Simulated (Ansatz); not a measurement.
Candidates (primitive cells; geometry: cell and atoms relaxed with PBEsol):
A. CaTiO₃ (Pm-3m), a = 3.8410 Å, b = 3.8410 Å, c = 3.8410 Å, α = 90.00°, β = 90.00°, γ = 90.00°
B. CaS (Fm-3m), a = b = c = 3.9832 Å, α = β = γ = 60.00°
C. CaF$_{2}$ (Fm-3m), a = b = c = 3.833 Å, α = β = γ = 60.00°

Problem. Rank these by Seebeck coefficient, n-type 1e19 cm⁻³ (highest first), as PBEsol, rigid bands run with Ansatz (a first-principles code) gives it.

Solution. C (-225 μV/K), B (-301 μV/K), A (-385 μV/K)

Seebeck coefficients are for the stated density at 300 K, with one relaxation time for all states and whether or not that doping can be reached. Spin-orbit coupling is left out.

CaTiO3 (Pm-3m): a high-temperature phase held by its symmetry.
